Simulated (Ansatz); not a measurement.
Here is the system:

```xyz
2
Lattice="0.0000 3.0378 3.0378 3.0378 0.0000 3.0378 3.0378 3.0378 0.0000" Properties=species:S:1:pos:R:3 pbc="T T T"
In     0.0000     0.0000     0.0000
Sb     1.5189     1.5189     1.5189
```

No spin polarisation.

Computed with PBEsol in Ansatz (plane waves to 420 eV, PAW, without spin-orbit coupling). Settings: 12×12×12 k-points, 0.05 eV Fermi–Dirac smearing.

Problem. Predict the gap character, electron mass, hole mass and band gap.

Solution. 
* **Gap character**: indirect, Γ → a point along ⟨100⟩, about 0.9 Å⁻¹ from Γ
* **Electron mass**: 1.1 mₑ along k, 0.19 mₑ across (off the special points)
* **Hole mass (degenerate bands, along [100])**: 0.048, 0.22, 0.22 mₑ (at Γ)
* **Band gap**: 0.81 eV

Spin-orbit coupling, missing from the scalar runs, can matter with Sb. Load acts through the strain it causes; cell and atoms are relaxed under it. Effective masses come from finite differences of ±0.01 Å⁻¹. Along k means along the line from Γ to the band edge. Stability against distortions was not tested. Tetrahedral semiconductors of this kind turn to denser phases somewhere between about 1 and 50 GPa; those were not computed, so compressed cells here can lie past the real transition. The cell was made from InSb in the zinc blende structure (space group F-43m, No. 216) by this change: pressure 15 GPa.

Ansatz is a program for electronic structure.
